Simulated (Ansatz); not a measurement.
Candidate structures of CaTiO3, relaxed level by level: CaTiO3 (Cmcm, No. 63, 20 atoms in the cell; start mp-1205364; a measured phase of this formula has another space group); CaTiO3 (I4/mcm, No. 140, 10 atoms in the cell; start COD 1567489; high-temperature phase); CaTiO3 (Pnma, No. 62); CaTiO3 (model structure, R3c, No. 161, 10 atoms in the cell). Levels: LDA in Ansatz (plane waves, PAW), PBEsol in Ansatz (PAW).

**Question.** Which structure has the lowest energy at each level, and how far above it lie the others?

**Answer.** Lowest: LDA, CaTiO3 (Pnma, No. 62); PBEsol, CaTiO3 (Pnma, No. 62) (within 10 meV/atom of CaTiO3 (model structure, R3c, No. 161, 10 atoms in the cell), too close to call). Energies above the lowest of these candidates, meV/atom:

```
structure                                                                                                                LDA  PBEsol
-----------------------------------------------------------------------------------------------------------------------  ---  ------
CaTiO3 (Pnma, No. 62)                                                                                                      0       0
CaTiO3 (model structure, R3c, No. 161, 10 atoms in the cell)                                                              14      10
CaTiO3 (Cmcm, No. 63, 20 atoms in the cell; start mp-1205364; a measured phase of this formula has another space group)   15      13
CaTiO3 (I4/mcm, No. 140, 10 atoms in the cell; start COD 1567489; high-temperature phase)                                 21      19
```

Static-lattice energies; unlike cells have unlike k meshes, which leaves some meV/atom of uncertainty, and other structures than these can lie lower.

Note: the relaxation could not lower the start's symmetry, so the cell can be a saddle point above a distorted one.

A model structure was made by putting elements into a prototype or built by hand; it is no filed structure, need not be a known phase, and can be a saddle point held by its symmetry.

A start named mp-… is a Materials Project structure, which need not be a measured phase.

Ansatz is a quantum-chemistry and plane-wave program.
